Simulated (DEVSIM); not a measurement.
System: Mo/SiON/p-Ge capacitor, at 300 K.

Layer 1 from the left is SiON, thickness (nm) 10.0. Layer 2 from the left is Ge, thickness (nm) 11000, Na (cm⁻³) 2.9e15.

Metal gate on the left, work function 4.6 eV. Fixed charge at the semiconductor interface 2.3e11 cm⁻² (in units of +e); interface traps 3.4e12 cm⁻² eV⁻¹, uniform in energy, neutral level at 0.5 of the gap above the valence band.

The device is made up for the run: typed textbook-type constants, with dimensions and the other settings drawn at random. Values at 300 K.

SiON: gap (eV) 7, affinity (eV) 1.4, permittivity 5.5. Ge: gap (eV) 0.664, affinity (eV) 4, permittivity 16, Nc (cm⁻³) 1.04e19, Nv (cm⁻³) 6e18.

Simulated with DEVSIM: 1D Poisson equation in equilibrium, Boltzmann statistics, complete ionisation; no quantum confinement or tunnelling. Metal contacts follow the ideal Schottky-Mott rule: no Fermi-level pinning, no interface dipoles.

Question: What does the simulation give for the minimum of the low-frequency capacitance?

Answer: minimum of the low-frequency capacitance 0.268 μF/cm².
